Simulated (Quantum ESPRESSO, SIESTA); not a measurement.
A SIESTA input for a self-consistent single point of SnO (P4/nmm, 4 atoms in the cell) (DFT, GGA PBE, numerical atomic orbitals DZP, PseudoDojo PBE standard norm-conserving potentials (rewritten from UPF to PSML)):

```
# files in the folder: Sn.psml O.psml (PseudoDojo PBE standard)
SystemName  SnO
SystemLabel SnO

NumberOfAtoms                4
NumberOfSpecies              2
%block ChemicalSpeciesLabel
  1 50 Sn
  2 8 O
%endblock ChemicalSpeciesLabel
LatticeConstant              3.737426 Ang
%block LatticeVectors
     1.000000000    0.000000000    0.000000000
     0.000000000    1.000000000    0.000000000
     0.000000000    0.000000000    1.281409184
%endblock LatticeVectors
AtomicCoordinatesFormat      Ang
%block AtomicCoordinatesAndAtomicSpecies
     0.000000000    1.868713000    1.127227414  1
     1.868713000    0.000000000    3.661944586  1
     1.868713000    1.868713000    0.000000000  2
     0.000000000    0.000000000    0.000000000  2
%endblock AtomicCoordinatesAndAtomicSpecies

XC.functional                GGA
XC.authors                   PBE
PAO.BasisSize                DZP
PAO.EnergyShift              0.01 Ry
MeshCutoff                   300 Ry
%block kgrid.MonkhorstPack
    5   0   0  0.0
    0   5   0  0.0
    0   0   4  0.0
%endblock kgrid.MonkhorstPack
OccupationFunction           FD
ElectronicTemperature        0.01 eV

MaxSCFIterations             150
SCF.Mixer.Method             Pulay
SCF.Mixer.Weight             0.25
SCF.Mixer.History            6
SCF.DM.Tolerance             1.0E-04
Diag.ParallelOverK           true
WriteForces                  true
Charge.Mulliken              end
```

**Question.** Give the Quantum ESPRESSO input for the same structure, mesh, smearing and functional.

**Answer.** This is the input that was run; spellings and numerical settings could be chosen otherwise.

```fortran
&CONTROL
   calculation = 'scf'
   prefix = 'scf'
   outdir = './work'
   pseudo_dir = './'
   tprnfor = .true.
   tstress = .true.
/
&SYSTEM
   ibrav = 6
   celldm(1) = 7.0627115511
   celldm(3) = 1.281409183754
   nat = 4
   ntyp = 2
   ecutwfc = 55
   ecutrho = 330
   occupations = 'smearing'
   smearing = 'fd'
   degauss = 0.000734986
/
&ELECTRONS
   conv_thr = 1.0e-11
   mixing_beta = 0.5
/
ATOMIC_SPECIES
Sn   118.7100  Sn.pbe-dn-kjpaw_psl.1.0.0.UPF
O     15.9990  O.pbe-n-kjpaw_psl.0.1.UPF
ATOMIC_POSITIONS {angstrom}
Sn    0.0000000000    1.8687130000    1.1272274136
Sn    1.8687130000    0.0000000000    3.6619445864
O     1.8687130000    1.8687130000    0.0000000000
O     0.0000000000    0.0000000000    0.0000000000
K_POINTS {automatic}
5 5 4  0 0 0
```

Basis, cutoffs, solver keys and any potentials are the target program's own. This input uses DFT, PBE, plane waves, PSlibrary PAW (PBE, semicore) pseudopotentials.

The starting cell comes from a database of computed structures (which also holds hypothetical and non-ambient phases and stackings), without a prior relaxation at this level. For this run, on top of that: lattice scaled by 0.98.
